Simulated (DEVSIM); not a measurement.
abrupt GaAs p-n junction

Device: abrupt GaAs p-n junction, at 300 K.

```
layer (left to right)  material  thickness (μm)  Nd (cm⁻³)  Na (cm⁻³)  τn (s)  τp (s)
---------------------  --------  --------------  ---------  ---------  ------  ------
1                          GaAs           0.710          -     1.3e18  3.4e-8  3.4e-8
2                          GaAs            67.0     8.9e14          -  3.4e-8  3.4e-8
```

Left contact: ohmic. Right contact: ohmic. Voltage is applied to the left contact. Recombination: SRH at mid-gap. Mobility is constant in doping.

The device is made up for the run: typed textbook-type constants, with dimensions and the other settings drawn at random. Values at 300 K.

| parameter | GaAs |
|---|---|
| gap (eV) | 1.424 |
| affinity (eV) | 4.07 |
| permittivity | 12.9 |
| Nc (cm⁻³) | 4.7e17 |
| Nv (cm⁻³) | 9e18 |
| μn (cm²/Vs) | 8500 |
| μp (cm²/Vs) | 400 |

DEVSIM, 1D drift-diffusion, Boltzmann statistics, complete ionisation; no tunnelling, impact ionisation, image-force lowering or self-heating.

Potential step across the device at zero bias: 1.212 V
Largest field in the device at zero bias: 60000 V/cm
Dark forward voltage at 1 A/cm²: 1.009 V
Dark forward voltage at 100 A/cm²: 1.450 V

Dark reverse current:

```json
[
 {"V (V)": "-0.10", "J (A/cm²)": "-6.2e-11"},
 {"V (V)": "-0.25", "J (A/cm²)": "-1.2e-10"},
 {"V (V)": "-0.50", "J (A/cm²)": "-2.1e-10"},
 {"V (V)": "-0.75", "J (A/cm²)": "-2.9e-10"},
 {"V (V)": "-1.00", "J (A/cm²)": "-3.6e-10"},
 {"V (V)": "-1.50", "J (A/cm²)": "-4.9e-10"},
 {"V (V)": "-2.00", "J (A/cm²)": "-6.0e-10"},
 {"V (V)": "-2.50", "J (A/cm²)": "-7.0e-10"},
 {"V (V)": "-3.25", "J (A/cm²)": "-8.4e-10"},
 {"V (V)": "-4.00", "J (A/cm²)": "-9.6e-10"},
 {"V (V)": "-5.00", "J (A/cm²)": "-1.1e-9"}
]
```

Dark forward current:

| V (V) | J (A/cm²) |
|---|---|
| 0.05 | 7.4e-11 |
| 0.15 | 7.5e-10 |
| 0.25 | 5.7e-9 |
| 0.35 | 4.3e-8 |
| 0.45 | 3.3e-7 |
| 0.55 | 2.5e-6 |
| 0.65 | 2.2e-5 |
| 0.75 | 0.00024 |
| 0.85 | 0.0050 |
| 0.95 | 0.16 |
| 1.00 | 0.80 |
| 1.10 | 6.8 |
| 1.20 | 22 |
| 1.30 | 47 |
| 1.40 | 80 |
| 1.50 | 120 |
| 1.60 | 170 |
| 1.70 | 240 |
| 1.80 | 310 |
| 1.90 | 390 |
